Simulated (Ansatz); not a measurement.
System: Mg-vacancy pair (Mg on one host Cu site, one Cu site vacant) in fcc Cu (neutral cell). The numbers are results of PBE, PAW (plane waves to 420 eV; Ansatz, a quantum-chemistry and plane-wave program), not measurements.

Settings: 32 host sites, the relaxed PBE lattice, a 2×2×2 k-point mesh shifted by half a step, smearing 0.10 eV, spin-restricted, no image-charge correction. Energies are static. Forms of the defect that were not tried may lie lower.

Barriers: single points on a 4×4×4 k-point mesh shifted by half a step at the bands' geometries.

The step: direct exchange of Mg with the vacancy (Mg-vacancy distance between ideal sites 2.57 Å throughout). Atoms about the jump, Cartesian Å from the middle of the jump, before and after:

```
atom     x0     y0     z0     x1     y1     z1
----  -----  -----  -----  -----  -----  -----
Mg1    0.00  -0.75  -0.75   0.00   0.75   0.75
Cu2   -1.90  -0.93   0.96  -1.90  -0.96   0.93
Cu3   -1.91   0.96  -0.93  -1.91   0.93  -0.96
Cu4    1.91  -0.93   0.96   1.91  -0.96   0.93
Cu5    1.91   0.96  -0.93   1.91   0.93  -0.96
Cu6    0.00   2.67  -0.89   0.00   2.75  -0.93
Cu7    0.00   0.93  -2.75   0.00   0.89  -2.67
Cu8    0.00  -0.89   2.67   0.00  -0.93   2.75
Cu9    0.00  -2.75   0.93   0.00  -2.67   0.89
Cu10  -1.81  -0.89  -2.74  -1.79  -0.91  -2.70
Cu11   1.79   2.70   0.91   1.81   2.73   0.89
Cu12   1.81  -2.73  -0.89   1.80  -2.70  -0.91
Cu13  -1.81  -2.73  -0.89  -1.79  -2.70  -0.91
Cu14  -1.79   0.91   2.70  -1.81   0.89   2.73
Cu15   1.81  -0.89  -2.73   1.79  -0.91  -2.70
Cu16  -1.79   2.70   0.91  -1.81   2.74   0.89
Cu17   1.80   0.91   2.70   1.81   0.89   2.73
```

Task: Predict the transition state.

Result: 
```
atom      x      y      z
----  -----  -----  -----
Mg1    0.00   0.00  -0.01
Cu2   -2.03  -0.99   0.98
Cu3   -2.03   0.98  -1.00
Cu4    2.04  -0.99   0.98
Cu5    2.04   0.98  -1.00
Cu6    0.00   2.68  -0.92
Cu7    0.00   0.90  -2.69
Cu8    0.00  -0.91   2.67
Cu9    0.00  -2.69   0.90
Cu10  -1.75  -0.89  -2.69
Cu11   1.75   2.68   0.87
Cu12   1.75  -2.68  -0.89
Cu13  -1.75  -2.68  -0.89
Cu14  -1.75   0.88   2.67
Cu15   1.75  -0.89  -2.69
Cu16  -1.75   2.68   0.88
Cu17   1.75   0.88   2.67
```
It lies 0.33 eV above the start and 0.33 eV above the end. The saddle point's order was not checked, and it lies on a symmetry element of the cell, where a band can be held.
